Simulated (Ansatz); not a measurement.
A (8,0) arsenic nanotube, stretched and compressed along its axis from its relaxed period of 6.224 Å, atoms relaxed at each length.

Computed with PBE (plane waves to 420 eV, PAW; Ansatz, a first-principles code). Mesh 1×1×6. No spin polarisation. Isolated but for its images some 11 Å away. A hypothetical model, rolled from the flat sheet. Only distortions within the start's symmetry and period were free. Values not marked SOC lack spin–orbit coupling. Buckling under compression is shut out by symmetry and the short period. Energies are free energies at a Fermi–Dirac width of 0.02 eV, from the unstrained cell.

```
strain (%)  energy (meV a period)  axial force (nN)  PBE gap (eV)
----------  ---------------------  ----------------  ------------
-3.0                         +248             -4.31          1.37
-1.5                          +61             -2.11          1.57
0.0                             0             -0.02          1.62
+1.5                          +54             +1.87          1.65
+3.0                         +215             +3.65          1.58
+6.0                         +827             +6.76          1.35
```

The slope of the force at zero strain is 130 nN.
